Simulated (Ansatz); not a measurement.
A zone-centre phonon calculation of LuCl₃ (P6_3/mmc, 8 atoms in the cell) with Ansatz (an electronic-structure program).

Computed with LDA (PW92), default PAW files made with PBE (plane waves; Ansatz).

```yaml
crystal:
  lattice:
    - [9.41660, 0.00000, 0.00000]
    - [-4.70830, 8.15502, 0.00000]
    - [0.00000, 0.00000, 3.45521]
  atoms:
    - { symbol: Lu, position: [0.66667, 0.33333, 0.25000] }
    - { symbol: Lu, position: [0.33333, 0.66667, 0.75000] }
    - { symbol: Cl, position: [0.78410, 0.21590, 0.75000] }
    - { symbol: Cl, position: [0.21590, 0.78410, 0.25000] }
    - { symbol: Cl, position: [0.56820, 0.78410, 0.25000] }
    - { symbol: Cl, position: [0.43180, 0.21590, 0.75000] }
    - { symbol: Cl, position: [0.78410, 0.56820, 0.75000] }
    - { symbol: Cl, position: [0.21590, 0.43180, 0.25000] }
```

Reference input (self-consistent single point, DFT, LDA (PW92), plane waves, default PAW files made with PBE): basis.ecutwfc = 420 eV; kpoints.mp_grid.grid = 3 3 7; hamiltonian.xc = lda; hamiltonian.pseudopotentials = {kind: paw} (the program's default PAW files); scf.occupations.method = fixed. This run's input differs from it in these lines:

Ansatz 0.2 input:
```diff
@@ -16,3 +16,3 @@
 basis:
-  ecutwfc: 420.0
+  ecutwfc: 355.0
 kpoints:
@@ -24,6 +24,6 @@
   occupations: { method: fixed }
-output:
-  forces: true
-  eigenvalues: true
-  stress: true
+phonons:
+  method: dfpt
+  dielectric: true
+  rigid_motions: translations
```

The program printed (abridged):

```
SCF iter   1: F=—  HF=-35267.228010 eV  |F-HF|=—  |Δ(HF+E_count)|=         —  Δρ=6.00e-3  dr2=1.21e-1  ethr=1.77e-3  ⟨swp⟩=5.0  Hψ=5721  notcnv=0  defer=209
all-band conjugate gradients solve this SCF's bands
preconditioner: auto → Resta (q_TF=auto, 2.287 Å⁻¹)
SCF iter   2: F=—  HF=-35267.199668 eV  |F-HF|=—  |Δ(HF+E_count)|=   2.83e-2  Δρ=3.01e-3  dr2=2.02e-2  ethr=1.31e-4  ⟨swp⟩=2.1  Hψ=3193  notcnv=0  defer=255
   [... lines left out ...]
SCF iter   8: F=—  HF=-35267.193817 eV  |F-HF|=—  |Δ(HF+E_count)|=   4.99e-8  Δρ=1.43e-6  dr2=1.24e-8  ethr=1.42e-10  ⟨swp⟩=2.7  Hψ=2962  notcnv=0  defer=142
SCF iter   9: F=—  HF=-35267.193817 eV  |F-HF|=—  |Δ(HF+E_count)|=   6.71e-9  Δρ=4.15e-7  dr2=5.05e-10  ethr=1.35e-11  ⟨swp⟩=2.2  Hψ=2975  notcnv=0  defer=142
SCF iter  10: F=—  HF=-35267.193817 eV  |F-HF|=—  |Δ(HF+E_count)|=  2.33e-10  Δρ=1.37e-7  dr2=1.52e-10  ethr=1.00e-12  ⟨swp⟩=16.1  Hψ=13884  notcnv=0
SCF iter  11: F=-35267.193817 eV  HF=-35267.193817 eV  |F-HF|=5.82e-11  |Δ(HF+E_count)|=  1.46e-11  Δρ=9.66e-8  dr2=4.27e-11  ethr=1.00e-12  ⟨swp⟩=7.2  Hψ=10162  notcnv=0
SCF 1 converged in 11 iterations: F = -35267.193817 eV  dr2 = 4.27e-11
DFPT response loops at Γ: preconditioner auto → none (the input reference at scf.mixing.eps_inf says where Resta's filter doesn't serve); β = 0.50 …
── the response to a field inside a basis, on 4×4×8 k-points: an SCF that follows is theirs, and a resumed run solves both again ──
Crystal: 8 atoms, lattice volume = 265.334 Å³
Bands: 47, of which v1, the nominal top of the filled ones, is band 46 counted from 1 (45 counted from 0)
k-points: 24 of 128 (irreducible under 8 space group operations)
Initial density: handed on by an earlier stage of this run
Initial wavefunctions: pseudopotential atomic-orbital guess (no wavefunctions were taken with the density)
Eigensolver: Dense (24 Hₖ)
   [... lines left out ...]
Free energy (F): -35267.193817 eV
Fermi energy:    1.118291 eV
   [... lines left out ...]
        -32.89      1             0.0000
          9.11      2             0.0000
         19.43      1             0.0000
   [... 13 lines left out ...]
  optical modes at Γ + LO–TO along q̂ = [0.0000, 0.0000, 1.0000]:
      ω (cm⁻¹)  modes    IR ((D/Å)²/amu)
        -32.89      1             0.0000
          9.11      2             0.0000
         19.43      1             0.0000
   [... 11 lines left out ...]
```

The run converged in 17 iterations. 

Summary of the result:
```
Property                                                                                                                                                                                      Result
----------------------------------------------------------------------------------------  ----------------------------------------------------------------------------------------------------------
Free energy E − TS (on the zero of these files)                                                                                                                                       -35267.1938 eV
Top of the valence band (on the code's own zero)                                                                                                                                             1.12 eV
Gap on the k-point mesh                                                                                                                                                                      3.37 eV
Zone-centre frequencies (cm⁻¹; negative means imaginary)                                  -33, 0, 0, 0, 9, 9, 19, 36, 131, 131, 141, 141, 148, 148, 149, 149, 163, 166, 271, 271, 278, 278, 289, 289
ε∞ at this k-point mesh, which may be far from converged in small-gap cells (xx, yy, zz)                                                                                            2.30, 2.30, 3.38
Born charges at this mesh (mean of the diagonal, e)                                                                     Lu 2.85, Lu 2.85, Cl -0.95, Cl -0.95, Cl -0.95, Cl -0.95, Cl -0.95, Cl -0.95
```

The starting cell comes from a database of computed structures (which also holds hypothetical and non-ambient phases and stackings), without a prior relaxation at this level. Its lattice was rescaled by up to half a per cent. Spin-orbit coupling is off. The cutoff lies below the one recommended for these files. The frequencies listed for the zone centre hold no LO-TO term.

Cost on one core of a shared machine: roughly 8 min.
